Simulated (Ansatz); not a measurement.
# Bi2Te3: pressure 7.5 GPa

Consider Bi$_{2}$Te$_{3}$ in the Bi2Te3 type structure (space group R-3m, No. 166; a = 4.3152 Å, c = 29.6191 Å (hexagonal axes)).

It is then changed as follows: a hydrostatic pressure of 7.5 GPa.

The values are results of PBEsol-D3(BJ) (Ansatz, a quantum-chemistry and plane-wave program), no SOC, not measurements. k-mesh 9×9×9 (Γ-centred); smearing 0.05 eV (Fermi–Dirac).

```tsv
quantity	base	changed	shift
density	8.35 g/cm³	9.37 g/cm³	+1.02 g/cm³
c/a ratio	6.864	7.013	+0.149
enthalpy H = E + PV relative to the base's energy	–	+1.40 eV/atom	–
band gap	0.18 eV	zero	–
```

Final structure:

```xyz
5
Lattice="2.0617 1.1904 9.6391 -2.0617 1.1904 9.6391 0.0000 -2.3807 9.6391" Properties=species:S:1:pos:R:3 pbc="T T T"
Bi     0.0000     0.0000    11.6035
Bi     0.0000     0.0000    17.3139
Te     0.0000     0.0000     0.0000
Te     0.0000     0.0000     5.9078
Te     0.0000     0.0000    23.0096
```

A case with no gap was solved on a k-mesh chosen for an insulator, which is coarse for it. Spin-orbit coupling, missing from the scalar runs, can matter with Bi and Te. Load acts through the strain it causes; cell and atoms are relaxed under it. Stability against distortions was not tested. No other phases were tried under pressure. The final runs are not spin-polarised. The zero or small gap of Bi2Te3 can change with the level of theory.
